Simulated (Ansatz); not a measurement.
# A computed series for hypothetical P6_3/mmc SnS2: response to strain

Base system: SnS2 in the 2H-MoS2 type structure (space group P6_3/mmc, No. 194; a hypothetical phase, not in the database extracts checked; layered, stacked along the Cartesian z axis).

```xyz
6
Lattice="3.5888 0.0000 0.0000 -1.7944 3.1080 0.0000 0.0000 0.0000 11.8890" Properties=species:S:1:pos:R:3 pbc="T T T"
Sn     0.0000     2.0720     2.9722
Sn     1.7944     1.0360     8.9167
S      0.0000     2.0720     7.3039
S      1.7944     1.0360     1.3594
S      1.7944     1.0360     4.5851
S      0.0000     2.0720    10.5296
```

Cartesian axes are those of the cell as printed.

Strains are applied to the cell and any free atomic positions relax; under stress the whole cell relaxes.

The values are results of PBE-D3(BJ), PAW, 420 eV (Ansatz, an electronic-structure program; no spin-orbit coupling), earlier PAW set, not measurements.

Candidates:
(a) isotropic strain +0.90 %
(b) uniaxial strain ε_zz = +0.13 %
(c) uniaxial stress, 0.5 GPa tension along z
(d) uniaxial strain ε_xx = +1.88 %

Notes on the quantities. energy relative to the base: free energy F.

Order them by energy relative to the base, lowest first.

(b) uniaxial strain ε_zz = +0.13 % (0.0 meV/atom), (c) uniaxial stress, 0.5 GPa tension along z (+0.7 meV/atom), (a) isotropic strain +0.90 % (+2.5 meV/atom), (d) uniaxial strain ε_xx = +1.88 % (+3.3 meV/atom)

Stability under load was not tested beyond the relaxation. All final runs are without spin polarisation.
